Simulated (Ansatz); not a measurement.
**HfO2: pressure 10 GPa**

Base system: HfO$_{2}$ (space group P4_2/nmc, No. 137; a = 3.577 Å, c = 5.203 Å).

The change: cell and atoms relaxed at a pressure of 10 GPa.

Calculations: Kohn–Sham DFT with the r2SCAN functional, run in Ansatz (an electronic-structure program) with PAW and 500 eV plane waves, without spin-orbit coupling. Γ-centred 9×9×7 mesh, Fermi–Dirac width 0.05 eV.

```json
[
 {"quantity": "volume per atom", "base": "11.09 Å³", "changed": "10.60 Å³", "shift": "-0.49 Å³"},
 {"quantity": "density", "base": "10.50 g/cm³", "changed": "10.99 g/cm³", "shift": "+0.49 g/cm³"},
 {"quantity": "lattice parameter a", "base": "3.577 Å", "changed": "3.535 Å", "shift": "-0.042 Å"},
 {"quantity": "c/a ratio", "base": "1.455", "changed": "1.440", "shift": "-0.015"},
 {"quantity": "shortest interatomic distance", "base": "2.059 Å", "changed": "2.055 Å", "shift": "-0.004 Å"},
 {"quantity": "enthalpy H = E + PV relative to the base's energy", "base": "–", "changed": "+0.68 eV/atom", "shift": "–"},
 {"quantity": "band gap", "base": "5.27 eV", "changed": "5.18 eV", "shift": "-0.082 eV"},
 {"quantity": "gap character", "base": "indirect, Z → Γ", "changed": "indirect, A → Γ", "shift": "–"},
 {"quantity": "smallest direct gap", "base": "5.34 eV", "changed": "5.35 eV", "shift": "+0.019 eV"},
 {"quantity": "width of the top valence band", "base": "0.98 eV", "changed": "1.16 eV", "shift": "+0.18 eV"},
 {"quantity": "electron mass", "base": "1.0 mₑ along c, 0.89 mₑ across (at Γ)", "changed": "1.0 mₑ along c, 0.82 mₑ across (at Γ)", "shift": "–"}
]
```

Final structure:

```
CELL_PARAMETERS angstrom
      3.53527     0.00000     0.00000
      0.00000     3.53527     0.00000
      0.00000     0.00000     5.08936
ATOMIC_POSITIONS crystal
  Hf 0.00000 0.00000 0.00000
  Hf 0.50000 0.50000 0.50000
  O  0.00000 0.50000 0.20606
  O  0.00000 0.50000 0.70606
  O  0.50000 0.00000 0.29394
  O  0.50000 0.00000 0.79394
```

Spin-orbit coupling, missing from the scalar runs, can matter with Hf. Load acts through the strain it causes; cell and atoms are relaxed under it. Masses are band curvatures over ±0.01 Å⁻¹ around the edge. No phonon test of stability was made. Competing high-pressure phases were not computed. This is not the structure that HfO2 has at room temperature and ambient pressure.
